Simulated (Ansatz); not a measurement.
# InAgTe2, response to strain

Start from InAgTe$_{2}$ in the chalcopyrite structure (space group I-42d, No. 122; a = 6.354 Å, c = 12.637 Å).

Strains are applied to the cell and any free atomic positions relax.

All numbers come from LDA (Ansatz, a program for electronic structure; PAW; 420 eV plane waves; no SOC).

Notes on the quantities. pressure: mean of the normal stresses, compression positive.

```json
[
 {"isotropic strain (%)": "-3", "pressure (GPa)": "5.7"},
 {"isotropic strain (%)": "-2.25", "pressure (GPa)": "?"},
 {"isotropic strain (%)": "-1.5", "pressure (GPa)": "2.5"},
 {"isotropic strain (%)": "-0.75", "pressure (GPa)": "1.2"},
 {"isotropic strain (%)": "0", "pressure (GPa)": "0.0"}
]
```

Q: Fit P = P₀ − Bδ + Cδ² with δ = (1 + ε)³ − 1 to the rows shown and predict the withheld row.

A: Least squares on the printed values gives P₀ = 0.0 GPa, B = 47.8 GPa (at held cell shape), C = 198 GPa (largest residual 0.0 GPa); this predicts 4.0 GPa, and the run gives 4.0 GPa, in agreement.

Stability against distortions was not tested. All final runs are without spin polarisation.
